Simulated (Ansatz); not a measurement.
Pressure series in Se

The parent structure is Se (space group P3_121, No. 152; a = 4.506 Å, c = 4.991 Å; made of chains).

Cell and atoms are relaxed at each pressure.

Level of theory: r2SCAN, PAW, 500 eV (Ansatz, an electronic-structure program; no spin-orbit coupling).

```tsv
case	band gap	volume per atom	electron mass
base	1.33 eV	29.25 Å³	0.18 mₑ along c, 0.43 mₑ across (at H)
pressure 0.3 GPa	1.25 eV	28.38 Å³	0.16 mₑ along c, 0.38 mₑ across (at H)
pressure 0.7 GPa	1.16 eV	27.49 Å³	0.15 mₑ along c, 0.32 mₑ across (at H)
pressure 1.5 GPa	1.02 eV	26.21 Å³	0.13 mₑ along c, 0.25 mₑ across (at H)
pressure 3 GPa	0.80 eV	24.58 Å³	0.11 mₑ along c, 0.17 mₑ across (at H)
pressure 5 GPa	0.59 eV	23.18 Å³	0.095 mₑ along c, 0.11 mₑ across (at H)
pressure 7.5 GPa	0.41 eV	21.98 Å³	0.083 mₑ along c, 0.073 mₑ across (at H)
pressure 10 GPa	0.29 eV	21.10 Å³	0.074 mₑ along c, 0.048 mₑ across (at H)
```

From pressure 10 GPa on, the axis ratios lie over 15 % from the base's, so the cell there is far from its starting form. Load acts through the strain it causes; cell and atoms are relaxed under it. Masses are band curvatures over ±0.01 Å⁻¹ around the edge. Stability against distortions was not tested. Competing high-pressure phases were not computed. No dispersion term is included, though the crystal is made of layers, chains or molecules, so its spacings can come out too wide. The zero or small gap of Se under pressure 10 GPa can change with the level of theory.
